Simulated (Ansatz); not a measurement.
Take an 8-atom supercell of ZnSnP2 in the chalcopyrite structure (space group I-42d, No. 122; a = 5.702 Å, c = 11.436 Å) at its relaxed geometry as the base.

Calculations: PBE in Ansatz (plane waves to 420 eV, PAW, no spin-orbit coupling).

For the base:

- Pressure: 0.0 GPa

Now apply this change: a neutral Sn on a Zn site (antisite), atoms relaxed at fixed cell, starting from a slightly rattled geometry.

### Question
Estimate the effect on the pressure, shift of the substituted atom off its lattice site and largest displacement of a host atom from its site in the perfect cell.

### Answer
The pressure goes from zero to 4.9 GPa; the shift of the substituted atom off its lattice site amounts to 0.28 Å; the largest displacement of a host atom from its site in the perfect cell comes out as 0.60 Å.

Other magnetic orders, which the real material may have, were not ruled out. In so small a cell the defect repeats every few ångströms: this is an ordered compound, not a dilute defect. The mesh was chosen for an insulator and is coarse for the gapless case. Seeded moments were not kept for Sn on a Zn site (antisite). The defect cell is spin-polarised and ends with 0.0 μB.

Ansatz is a program for electronic structure.
